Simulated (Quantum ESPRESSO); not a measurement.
Worked example: self-consistent single point of Ti₃Al (P6_3/mmc, 8 atoms in the cell) in Quantum ESPRESSO.

Level of theory: PBEsol, SSSP 1.1.2 efficiency (PBE) pseudopotentials (plane waves; Quantum ESPRESSO).

```xyz
8
Lattice="5.6661 0.0000 0.0000 -2.8330 4.9070 0.0000 0.0000 0.0000 4.5648" Properties=species:S:1:pos:R:3 pbc="T T T"
Ti     2.8330     3.2376     1.1412
Ti     0.0000     1.6694     3.4236
Ti    -1.3873     4.0723     3.4236
Ti     4.2204     0.8347     1.1412
Ti     1.4457     0.8347     1.1412
Ti     1.3873     4.0723     3.4236
Al     0.0000     3.2713     1.1412
Al     2.8330     1.6357     3.4236
```

Reference input (self-consistent single point, DFT, PBE, plane waves, SSSP 1.1.2 efficiency (PBE) pseudopotentials): ecutwfc = 50 Ry; ecutrho = 400 Ry; occupations = smearing; smearing = fermi-dirac; degauss = 0.0073499 Ry; potentials = {Ti: ti_pbe_v1.4.uspp.F.UPF, Al: Al.pbe-n-kjpaw_psl.1.0.0.UPF}; K_POINTS = automatic 5 5 5 0 0 0; conv_thr = 1e-09 Ry. This run's input differs from it in these lines:

```diff
@@ -19,2 +19,3 @@
  degauss = 0.0073499,
+ input_dft = 'pbesol',
 /
```

Output, abridged:

```
     Self-consistent Calculation

     iteration #  1     ecut=    50.00 Ry     beta= 0.70

     negative rho (up, down):  9.789E-03 0.000E+00

     total energy              =    -789.80664050 Ry
     estimated scf accuracy    <       4.02260750 Ry

     iteration #  2     ecut=    50.00 Ry     beta= 0.70

     negative rho (up, down):  5.565E-03 0.000E+00

     total energy              =    -790.33810890 Ry
     estimated scf accuracy    <       5.58291132 Ry

     iteration #  3     ecut=    50.00 Ry     beta= 0.70

     negative rho (up, down):  5.184E-03 0.000E+00

     total energy              =    -791.60803662 Ry
     estimated scf accuracy    <       0.11151400 Ry

   [... 7 blocks of this kind left out ...]

     iteration # 11     ecut=    50.00 Ry     beta= 0.70

     negative rho (up, down):  5.110E-03 0.000E+00

     total energy              =    -791.64974732 Ry
     estimated scf accuracy    <          3.7E-09 Ry

     iteration # 12     ecut=    50.00 Ry     beta= 0.70

     negative rho (up, down):  5.110E-03 0.000E+00
     End of self-consistent calculation

     the Fermi energy is    12.8378 ev

!    total energy              =    -791.64974732 Ry
     estimated scf accuracy    <          1.3E-11 Ry
     smearing contrib. (-TS)   =      -0.01548421 Ry
     internal energy E=F+TS    =    -791.63426311 Ry

     convergence has been achieved in  12 iterations

     negative rho (up, down):  5.110E-03 0.000E+00

     Forces acting on atoms (cartesian axes, Ry/au):

     atom    1 type  1   force =    -0.00000000    0.00251645   -0.00000000
     atom    2 type  1   force =     0.00000000   -0.00251645    0.00000000
     atom    3 type  1   force =    -0.00217931    0.00125823    0.00000000
     atom    4 type  1   force =     0.00217931   -0.00125823    0.00000000
     atom    5 type  1   force =    -0.00217931   -0.00125823   -0.00000000
   [... lines left out ...]
     Total force =     0.006164     Total SCF correction =     0.000016
   [... lines left out ...]

     negative rho (up, down):  5.110E-03 0.000E+00
          total   stress  (Ry/bohr**3)                   (kbar)     P=       24.45
   0.00014162   0.00000000   0.00000000           20.83        0.00        0.00
   0.00000000   0.00014162   0.00000000            0.00       20.83        0.00
   0.00000000  -0.00000000   0.00021547            0.00       -0.00       31.70

   JOB DONE.
```

The run converged in 12 iterations. Against the reference run the pressure goes from 6.59 to 2.45 GPa and the largest force goes from 0.047 to 0.065 eV/Å.

The starting cell comes from a database of computed structures (which also holds hypothetical and non-ambient phases and stackings), without a prior relaxation at this level. Its lattice was rescaled by a random factor within 2.5 % of one. Spin polarisation is off.

Cost on one core of a shared machine: roughly 4 min.
